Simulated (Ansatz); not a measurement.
Partial pair distribution functions of a relaxed model of amorphous Si24O24S24, broadened by 0.06 Å; density 2.10 g/cm³. Level of theory: PBE, scalar-relativistic without spin-orbit coupling (plane waves to 420 eV, PAW; Ansatz, a first-principles code).

The cell was made by melting and quenching with the CHGNet potential and then relaxed with DFT. O atoms were pushed apart under 1.9 Å during the dynamics, to hinder bonds among them. The hot cell started wider than the set density and was brought back towards it in steps. It is the lowest in DFT energy of 2 quenches. It is a model cell: composition and starting density were chosen by hand, and all elements were melted together. No dispersion term was used. Its density started from a set value of 2.10 and ended at 2.10 g/cm³. The simulated quench (nominally 400 K/ps over its main leg) is rapid and tends to freeze in more defects than a deposited or slowly cooled glass has. One small periodic cell is one sample of the glass; other quenches scatter about these values. The volume was held where the preparation left it, at a PBE pressure of 1.7 GPa. Stress components on the final sampling reach 2.5 GPa.

```tsv
r (Å)	g Si-O	g Si-S	g Si-Si	g O-O
1.40	0.02	0.00	0.00	0.00
1.50	2.20	0.00	0.00	0.00
1.60	19.73	0.00	0.00	0.00
1.70	13.18	0.00	0.00	0.00
1.80	0.66	0.00	0.00	0.00
1.90	0.00	0.04	0.00	0.00
2.00	0.00	1.47	0.00	0.00
2.10	0.00	8.90	0.00	0.00
2.20	0.00	6.83	0.02	0.00
2.30	0.00	1.36	0.34	0.00
2.40	0.00	0.37	0.43	0.04
2.50	0.00	0.02	0.44	1.60
2.60	0.00	0.00	0.12	9.41
2.70	0.00	0.04	0.03	10.69
2.80	0.05	0.17	0.91	2.88
2.90	0.21	0.05	2.68	0.23
3.00	0.18	0.00	3.51	0.63
3.10	0.26	0.14	3.24	0.54
3.20	0.93	0.54	1.44	0.39
3.30	1.28	0.50	0.96	0.75
3.40	1.65	0.48	1.18	0.82
3.50	1.41	0.49	0.83	0.52
3.60	1.09	0.67	0.69	0.49
3.70	1.06	1.21	0.51	0.79
3.80	1.22	0.99	0.59	0.77
3.90	1.40	0.78	0.69	1.35
4.00	1.31	1.23	0.35	1.32
4.10	1.21	1.57	0.63	0.68
4.20	2.12	1.36	0.93	0.62
4.30	1.73	1.09	0.73	0.46
4.40	0.84	1.59	0.43	0.49
4.50	0.58	1.23	0.45	0.92
4.60	0.91	1.03	0.78	1.26
4.70	1.01	1.14	0.64	1.18
4.80	0.79	0.93	0.83	1.30
4.90	0.85	0.92	0.81	1.32
5.00	0.96	1.16	0.88	1.58
5.10	0.60	1.23	0.93	1.51
5.20	0.63	0.92	1.11	1.21
5.30	0.96	0.81	1.15	1.14
5.40	1.11	0.88	1.12	1.15
5.50	0.88	0.72	1.31	1.30
5.60	0.72	0.87	1.44	1.05
```

Within 1.90 Å each Si has 2.00 O neighbours on average.
